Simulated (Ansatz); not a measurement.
TaRu (Pm-3m, No. 221, 2 atoms in the cell; start mp-12110) was calculated with r²SCAN (Ansatz, a program for electronic structure, plane waves, PAW).

Numerical settings: plane-wave cutoff 560 eV, 18×18×18 k mesh, Fermi–Dirac smearing 0.05 eV, no spin polarisation, scalar-relativistic PAW data made under PBE.

Cell (relaxed at this level):

```yaml
crystal:
  lattice:
    - [3.15511, 0.00000, 0.00000]
    - [0.00000, 3.15511, 0.00000]
    - [0.00000, 0.00000, 3.15511]
  atoms:
    - { symbol: Ta, position: [0.50000, 0.50000, 0.50000] }
    - { symbol: Ru, position: [0.00000, 0.00000, 0.00000] }
```

Question: What does this level give for the bulk modulus B0?

Answer: 
* **bulk modulus B0**: 268 GPa

Note: the run has no spin polarisation, so it can have missed a magnetic state; the bulk modulus is −V dP/dV from two relaxed cells at ±2 % in volume; the relaxation could not lower the start's symmetry, so the cell can be a saddle point above a distorted one.

Spin–orbit coupling is not included.

The computed numbers hold no vibrational or temperature effects.

The result took very roughly 70 core-seconds.

A start named mp-… is a Materials Project structure, which need not be a measured phase.
